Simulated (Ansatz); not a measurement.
Base system: GaSb in the zinc blende structure (space group F-43m, No. 216).

```
CELL_PARAMETERS angstrom
      0.00000     3.02440     3.02440
      3.02440     0.00000     3.02440
      3.02440     3.02440     0.00000
ATOMIC_POSITIONS crystal
  Ga 0.00000 0.00000 0.00000
  Sb 0.25000 0.25000 0.25000
```

Cartesian axes are those of the cell as printed.

Method: LDA (Ansatz, a quantum-chemistry and plane-wave program, PAW, no SOC).

One thing is altered: biaxial strain −1.50 %, plane normal [001], relaxed out of plane (Cartesian); in-plane vectors clamped, the third vector and the atoms free.

**Question.** What happens to the ratio −ε⊥/ε∥?

**Answer.** The ratio −ε⊥/ε∥ is 0.91.

**Question.** Predict the new energy relative to the base.

**Answer.** The energy goes up by 3.6 meV/atom.

No phonon test of stability was made.
